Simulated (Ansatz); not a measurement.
The starting structures come from a database of crystals and need not be the phases stable at ambient conditions.

The decay constant κ of evanescent states in the gap governs leakage through a thin film.

Data:

```xyz
7
Lattice="5.7562 0.0000 0.0000 0.0000 5.7562 0.0000 0.0000 0.0000 5.7562" Properties=species:S:1:pos:R:3 pbc="T T T"
Ca     2.8781     0.0000     0.0000
Ca     0.0000     2.8781     0.0000
Ca     0.0000     0.0000     2.8781
As     0.0000     0.0000     0.0000
Cl     2.8781     0.0000     2.8781
Cl     0.0000     2.8781     2.8781
Cl     2.8781     2.8781     0.0000
```

Space group of this cell: Pm-3m. The cell is taken as given.

Transport runs along the normal of the first two printed cell vectors, the (001) plane of the conventional cell.

The gap is the functional's own, uncorrected, and κ follows it; spin-orbit coupling is left out. Mid-gap values are interpolated between the computed energies.

State the band gap and the smallest decay constant κ at mid-gap according to r2SCAN in Ansatz (a quantum-chemistry and plane-wave program).

Gap 2.19 eV on a 6×6×6 mesh; κ = 0.205 1/Å, at the zone centre.
